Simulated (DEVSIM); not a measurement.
Structure: Schottky contact on n-type GaN, at 300 K.

Layer 1 from the left is GaN, thickness (μm) 2.60, Nd (cm⁻³) 4.3e16, τn (s) 7.2e-9, τp (s) 7.2e-9.

Left contact: Schottky, work function 4.88 eV, emission velocity 1.7e6 cm/s. Right contact: ohmic. Voltage is applied to the left contact. Recombination: SRH at mid-gap, radiative, Auger. Mobility is μmin + (μ − μmin)/(1 + (N/Nref)^α).

This is a model device: material constants are rounded textbook-type values typed into the input, and sizes, dopings and lifetimes were drawn at random. Values at 300 K.

GaN: gap (eV) 3.43, affinity (eV) 4.1, permittivity 9.5, Nc (cm⁻³) 2.3e18, Nv (cm⁻³) 4.6e19, μn (cm²/Vs) 1200, μp (cm²/Vs) 100, μn,min 55, μp,min 3, Nref,n 2e17, Nref,p 3e17, αn 1, αp 2, B (cm³/s) 1e-11, Cn (cm⁶/s) 1e-30, Cp (cm⁶/s) 1e-30.

Simulated with DEVSIM: 1D drift-diffusion, Boltzmann statistics, complete ionisation; no tunnelling, impact ionisation, image-force lowering or self-heating. Metal contacts follow the ideal Schottky-Mott rule: no Fermi-level pinning, no interface dipoles.

Dark forward current:

```csv
|V| (V),|J| (A/cm²)
0.05,2.871e-7
0.10,2.271e-6
0.15,1.599e-5
0.20,0.0001107
0.25,0.0007654
0.30,0.005287
0.35,0.03650
0.40,0.2517
0.45,1.731
0.50,11.73
0.55,73.49
0.60,340.2
0.65,952.6
0.70,1827
0.75,2847
```

Task: Work out the local ideality factor n = ΔV / (kT/q · ln(J2/J1)) between the rows 0.15 and 0.20 V, 0.70 and 0.75 V.

Result: kT/q = 25.85 mV. From 0.15 to 0.20 V: ln(0.0001107/1.599e-5) = 1.935, n = 1.00, near the 1 of diffusion or emission over a barrier. From 0.70 to 0.75 V: ln(2847/1827) = 0.444, n = 4.36; the layers' resistance at their doping, Σ W/(qμN) = 3.8e-5 Ω cm², would take 39 mV of this step of 50 mV.

Task: Estimate the current at 0.35 V for emission alone, J0 = q v N_band exp(−φB/kT), and read the barrier back from the simulated current.

Result: φB = 0.780 eV, N_band = 2.30e18 cm⁻³, J0 = 4.93e-8 A/cm²; J = J0 (exp(qV/kT) − 1) = 0.0374 A/cm². The simulation gives 0.0365 A/cm²; the estimate lies 2.4 % above. Read backwards, the simulated current gives an apparent barrier of 0.781 eV. The estimate leaves out transport through the depletion region and minority injection.
